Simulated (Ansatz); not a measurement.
Consider Cs$_{2}$AgBiBr$_{6}$ (space group Fm-3m, No. 225).

```xyz
10
Lattice="0.0000 5.7396 5.7396 5.7396 0.0000 5.7396 5.7396 5.7396 0.0000" Properties=species:S:1:pos:R:3 pbc="T T T"
Bi     0.0000     0.0000     0.0000
Ag     5.7396     5.7396     5.7396
Cs     2.8698     2.8698     2.8698
Cs     8.6093     8.6093     8.6093
Br     5.7396     2.8852     5.7396
Br     8.5939     5.7396     5.7396
Br     5.7396     8.5939     5.7396
Br     2.8852     5.7396     5.7396
Br     5.7396     5.7396     2.8852
Br     5.7396     5.7396     8.5939
```

All numbers come from Ansatz (an electronic-structure program), PBE, PAW, cutoff 420 eV, scalar-relativistic without spin-orbit coupling.

Before the change:

The gap character is indirect, X → L and the density comes out as 4.66 g/cm³. The band gap comes out as 1.33 eV.

One thing is altered: a hydrostatic pressure of 0.3 GPa.

Task: Predict the new gap character, density and band gap.

Result: The gap character is still indirect, X → L; the density rises by 0.07 g/cm³, from 4.66 g/cm³ to 4.73 g/cm³; the band gap drops by 0.024 eV (1.33 eV → 1.30 eV).

With Bi present, leaving out spin-orbit coupling can change the band edges. Load acts through the strain it causes; cell and atoms are relaxed under it. Whether these cells are dynamically stable was not tested.
